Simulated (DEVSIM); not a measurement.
Device: GaAs n-p junction from an implanted or diffused profile, at 250 K.

```
layer (left to right)  material  thickness (μm)  Na (cm⁻³)  τn (s)  τp (s)
---------------------  --------  --------------  ---------  ------  ------
1                          GaAs            47.0     2.5e15  4.1e-9  4.1e-9
```

Added donor profile: 8.2e16 cm⁻³ × exp(−(x − 0 μm)²/(2·(0.05 μm)²)). Left contact: ohmic. Right contact: ohmic. Voltage is applied to the left contact. Recombination: SRH at mid-gap. Mobility is constant in doping.

Constants are typed, rounded textbook-type inputs, not results; the design itself was drawn at random and stands for no fabricated device. Values at 300 K; Nc and Nv go as T^1.5, mobilities as T to minus their exponent, the gap by Varshni's rule with the affinity fixed.

| parameter | GaAs |
|---|---|
| gap (eV) | 1.424 |
| affinity (eV) | 4.07 |
| permittivity | 12.9 |
| Nc (cm⁻³) | 4.7e17 |
| Nv (cm⁻³) | 9e18 |
| μn (cm²/Vs) | 8500 |
| μp (cm²/Vs) | 400 |
| T exponent of μn | 2.1 |
| T exponent of μp | 2.2 |
| Varshni α (eV/K) | 0.000541 |
| Varshni β (K) | 204 |

Model (solved in DEVSIM): 1D drift-diffusion, Boltzmann statistics, complete ionisation; no tunnelling, impact ionisation, image-force lowering or self-heating.

**Question.** Give the dark forward current.

**Answer.** 
```
V (V)  J (A/cm²)
-----  ---------
-0.05   -6.8e-13
-0.20   -3.1e-11
-0.35    -1.1e-9
-0.50    -4.1e-8
-0.60    -4.5e-7
-0.75    -1.8e-5
-0.90    -0.0013
-1.05      -0.43
-1.20       -7.0
-1.35        -20
-1.45        -32
-1.60        -56
-1.75        -87
-1.90       -130
```
